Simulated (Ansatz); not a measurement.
# Response to strain in CdSe

The reference is CdSe in the wurtzite structure (space group P6_3mc, No. 186; a = 4.3019 Å, c = 7.0210 Å).

Strains are applied to the cell and any free atomic positions relax.

Calculations: PBEsol (Ansatz, a quantum-chemistry and plane-wave program; PAW; 420 eV plane waves; without spin-orbit coupling).

Candidates:
(a) isotropic strain −2.40 %
(b) isotropic strain −3.00 %
(c) isotropic strain −1.20 %
(d) isotropic strain −1.80 %
(e) isotropic strain −0.60 %

Before the change:

The band gap is 0.54 eV.

Q: Order them by band gap, lowest first.

A: (e) isotropic strain −0.60 % (0.58 eV), (c) isotropic strain −1.20 % (0.61 eV), (d) isotropic strain −1.80 % (0.65 eV), (a) isotropic strain −2.40 % (0.69 eV), (b) isotropic strain −3.00 % (0.73 eV)

No phonon test of stability was made.
